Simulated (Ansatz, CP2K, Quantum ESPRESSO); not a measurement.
**Code comparison for La₂AlGe (Amm2, 4 atoms in the cell)**

Self-consistent single point.

```xyz
4
Lattice="4.1660 0.0000 0.0000 0.0000 2.2900 5.7577 0.0000 -2.2900 5.7577" Properties=species:S:1:pos:R:3 pbc="T T T"
La     0.0000     0.0000     7.3817
La     2.0830     0.0000     4.0989
Al     0.0000     0.0000    10.7550
Ge     2.0830     0.0000     0.7951
```

Shared settings, as Ansatz (a first-principles code) writes them: kpoints.mp_grid.grid = 6 5 5; scf.occupations.method = fermi_dirac; scf.occupations.width = 0.05 eV. Potentials and cutoffs stand in the table.

```
code                                                                                             model  pressure (GPa)  largest force (eV/Å)       cutoff
----------------  ------------------------------------------------------------------------------------  --------------  --------------------  -----------
CP2K              LDA (Pade form), GPW, DZVP-MOLOPT-SR-GTH basis, GTH-PADE potentials (GTH_POTENTIALS)           -2.16                 0.077  grid 500 Ry
Ansatz                                                             LDA (PW92), PAW files made with PBE           -2.82                 0.142      default
Quantum ESPRESSO                                   LDA (PZ), GBRV 1.5 ultrasoft (LDA) pseudopotentials           -2.81                 0.136        50 Ry
```

Size of the force on each atom (eV/Å): Sizes of forces hide their directions.

| code | La1 | La2 | Al3 | Ge4 |
|---|---|---|---|---|
| CP2K | 0.005 | 0.016 | 0.056 | 0.077 |
| Ansatz | 0.035 | 0.021 | 0.085 | 0.142 |
| Quantum ESPRESSO | 0.035 | 0.014 | 0.087 | 0.136 |

The spread over the programs that give each value: pressure within 0.66 GPa; largest force within 0.065 eV/Å.

CP2K uses small atom-centred bases, whose incompleteness enters pressures, forces and empty levels differently from a plane-wave cutoff. Ansatz's pressure is given at a fixed set of plane waves, as the other plane-wave codes print theirs. The same LDA comes in different parametrisations, which differ slightly.

The starting cell comes from a database of computed structures (which also holds hypothetical and non-ambient phases and stackings), without a prior relaxation at this level. Its lattice was rescaled by a random factor within 2.5 % of one.

Left out of this page: Elk (not drawn, or without a comparable value).

Keys are those of Ansatz 0.2.
